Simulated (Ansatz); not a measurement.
Given:

```
ZnS
1.0
    0.00000     2.72183     2.72183
    2.72183     0.00000     2.72183
    2.72183     2.72183     0.00000
Zn S
1 1
Direct
  0.00000   0.00000   0.00000
  0.25000   0.25000   0.25000
```

Computed with PBE, rigid bands (plane waves, PAW, scalar-relativistic; Ansatz, an electronic-structure program). Condition of this run: functional PBE, cell relaxed with it. How the cell was made: cell and atoms relaxed with PBE.

Q: What conductivity effective mass do dilute electrons have at 300 K?

A: 0.180 mₑ.

Q: Predict the hole conductivity mass (n e² τ/σ) at 300 K, by direction if it differs.

A: 0.80 mₑ.

Q: And the band gap?

A: 2.01 eV at this level; semilocal functionals usually fall short of the measured gap.

Rigid bands, one relaxation time for all states, no polarons. Spin-orbit coupling is left out; where it splits the top of the valence band it changes the hole mass and lowers the gap by about a third of the splitting.
